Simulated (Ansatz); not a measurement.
**MoS2, response to strain**

Start from MoS2 in the 3R-MoS2 type structure (space group R3m, No. 160; a = 3.153 Å, c = 17.994 Å (hexagonal axes); layered, stacked along the Cartesian z axis).

Strains are applied to the cell and any free atomic positions relax.

Levels (all Ansatz, a program for electronic structure, PAW, earlier PAW set): PBE-D3(BJ) (420 eV, spin-orbit coupling left out); r2SCAN (500 eV, without spin-orbit coupling); HSE06 (420 eV, scalar-relativistic without spin-orbit coupling); PBE+SOC (420 eV, noncollinear with spin-orbit coupling); HSE06+SOC (420 eV, noncollinear with spin-orbit coupling).

Band gaps by level, all at the geometries relaxed with PBE-D3(BJ):

```csv
case,PBE-D3(BJ),r2SCAN,HSE06,PBE+SOC,HSE06+SOC
base,0.77 eV,0.87 eV,1.30 eV,0.74 eV,1.27 eV
isotropic strain −1.86 %,0.64 eV,…,…,0.61 eV,1.12 eV
isotropic strain +1.96 %,0.71 eV,0.77 eV,1.14 eV,0.71 eV,1.12 eV
```

Question: What belongs in the blanks?

Answer: 
- isotropic strain −1.86 %, r2SCAN: 0.75 eV
- isotropic strain −1.86 %, HSE06: 1.16 eV

Single points use the geometry relaxed with PBE-D3(BJ). HSE06 gaps are upper bounds (no full band path). Differences between runs with and without spin-orbit coupling are approximate. Whether these cells are dynamically stable was not tested.
